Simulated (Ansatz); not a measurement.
## Convergence study of the plane-wave cutoff for PdPt (R3m, 2 atoms in the cell)

```
CELL_PARAMETERS angstrom
      1.37648     0.79471     4.53756
     -1.37648     0.79471     4.53756
      0.00000    -1.58943     4.53756
ATOMIC_POSITIONS crystal
  Pd 0.00367 0.00367 0.00367
  Pt 0.50000 0.50000 0.50000
```

Method: PBEsol, default PAW files made with PBE (plane waves; Ansatz, a program for electronic structure).

Base settings: basis.ecutwfc = 420 eV; kpoints.mp_grid.grid = 14 14 14; hamiltonian.xc = pbesol; hamiltonian.pseudopotentials = {kind: paw} (the program's default PAW files); scf.occupations.method = fermi_dirac; scf.occupations.width = 0.1 eV.

The second cell is the first with its lattice scaled by 0.98.

The mesh stays at the base's, so the ladder's end is converged at best in this setting alone.

The first pressure column holds Ansatz's estimate of the finite-basis (Pulay) stress, which hides part of the cutoff error; the other is without it.

Only quantities that move along the ladder and can be compared are tabulated.

The count of work is k-points × plane waves × bands × iterations; it is no time. 

The starting cell comes from a database of computed structures (which also holds hypothetical and non-ambient phases and stackings), without a prior relaxation at this level. Its lattice was rescaled by up to half a per cent. One atom was moved a little off its site on purpose. Spin polarisation is off.

```tsv
basis.ecutwfc	free energy less the last step's (meV/atom)	energy of the compressed cell less the first (meV/atom)	pressure (GPa)	pressure without the Pulay estimate (GPa)	largest difference of a force vector from the last step's (eV/Å)	count of work / last
145 eV	63730.90	-215.17	-110.11	-2096.06	2.046	0.069
170 eV	30034.85	-647.80	-103.01	-1204.79	1.146	0.088
190 eV	16042.47	-239.62	-30.16	-739.85	1.077	0.11
210 eV	8111.08	50.31	5.41	-430.21	0.480	0.14
230 eV	3789.48	153.20	20.97	-233.53	0.039	0.15
250 eV	1655.35	75.70	2.87	-120.62	0.127	0.15
295 eV	214.81	34.90	-1.84	-24.11	0.040	0.16
335 eV	26.14	33.45	-1.82	-5.29	0.000	0.18
380 eV	3.34	34.34	-1.62	-1.83	0.001	0.23
420 eV	2.25	34.31	-1.63	-1.68	0.001	0.27
460 eV	1.35	34.23	-1.64	-1.71	0.001	0.31
505 eV	0.70	34.15	-1.65	-1.68	0.000	0.36
565 eV	0.49	34.11	-1.66	-1.67	0.000	0.43
630 eV	0.32	34.08	-1.66	-1.67	0.000	0.50
735 eV	0.13	34.06	-1.67	-1.67	0.000	0.61
840 eV	0.06	34.06	-1.67	-1.67	0.000	0.79
1010 eV	0.00	34.06	-1.67	-1.67	0.000	1.0
```

Coarsest basis.ecutwfc that holds the free energy within 2 meV/atom of the last step, with all finer ones: 460 eV, at 0.31 of the last step's count of work; the step before is off by 2.3 meV/atom.

Coarsest basis.ecutwfc that holds the energy of the compressed cell less the first within 1 meV/atom of the last step, with all finer ones: 295 eV, at 0.16 of the last step's count of work; the step before is off by 42 meV/atom.

Coarsest basis.ecutwfc that holds the pressure within 1 GPa of the last step, with all finer ones: 295 eV, at 0.16 of the last step's count of work; the step before is off by 4.5 GPa.

The energy difference between the two cells stays within 1 meV/atom of the last step's from 295 eV on, the total only from 505 eV on: much of the error is common to both cells and cancels.

At the lowest cutoff the pressure without the Pulay estimate lies 2090 GPa under the last step's, the usual sign of Pulay stress in an incomplete plane-wave basis.

Keys are those of Ansatz 0.2.
